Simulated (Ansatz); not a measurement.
Consider AlRu in the CsCl type structure (space group Pm-3m, No. 221; relaxed with 0.1 eV smearing).

```
CELL_PARAMETERS angstrom
      2.97703     0.00000     0.00000
      0.00000     2.97703     0.00000
      0.00000     0.00000     2.97703
ATOMIC_POSITIONS crystal
  Al 0.50000 0.50000 0.50000
  Ru 0.00000 0.00000 0.00000
```

Cartesian axes are those of the cell as printed.

The values are results of PBEsol in Ansatz (plane waves to 420 eV, PAW, spin-orbit coupling left out), not measurements.

Before the change:

| Item | Result |
|---|---|
| Pressure | 0.0 GPa |
| Shortest interatomic distance | 2.578 Å |

One thing is altered: the cell is compressed by 1.50 % along z with no lateral relaxation, atoms relaxed at fixed cell.

Problem. How does this affect the pressure?

Solution. The pressure (mean of the normal stresses, compression positive) goes from zero to 3.4 GPa.

Problem. Estimate the effect on the energy relative to the base.

Solution. The energy goes up by 3.2 meV/atom.

Problem. What does the calculation give for the shortest interatomic distance after the change?

Solution. The shortest interatomic distance falls by 0.013 Å to 2.565 Å.

The cells carry an imposed strain or load. Whether these cells are dynamically stable was not tested. The final runs are not spin-polarised.

Ansatz is a quantum-chemistry and plane-wave program.
